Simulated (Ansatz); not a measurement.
Base system: Rh in the fcc (Cu type) structure (space group Fm-3m, No. 225; a = 3.755 Å; relaxed with 0.1 eV smearing). Axes: x, y, z lie along the cube axes.

Calculations: Ansatz (a first-principles code) LDA, without spin-orbit coupling.

Strains are applied to the cell and any free atomic positions relax.

One change was made to it. Results:

| quantity | base | after |
|---|---|---|
| pressure (mean of the normal stresses, compression positive) | 0.0 GPa | 6.8 GPa |
| energy relative to the base (free energy F) | 0 meV/atom | +8.6 meV/atom |

Task: Name the change that was made.
A) uniaxial strain ε_zz = −2.00 %
B) uniaxial strain ε_zz = −0.50 %
C) uniaxial strain ε_zz = −2.50 %

Result: A, uniaxial strain ε_zz = −2.00 %. For comparison, the energy relative to the base in the other runs: uniaxial strain ε_zz = −0.50 % gives +0.5 meV/atom; uniaxial strain ε_zz = −2.50 % gives +14 meV/atom.

Whether these cells are dynamically stable was not tested. The final runs are not spin-polarised.
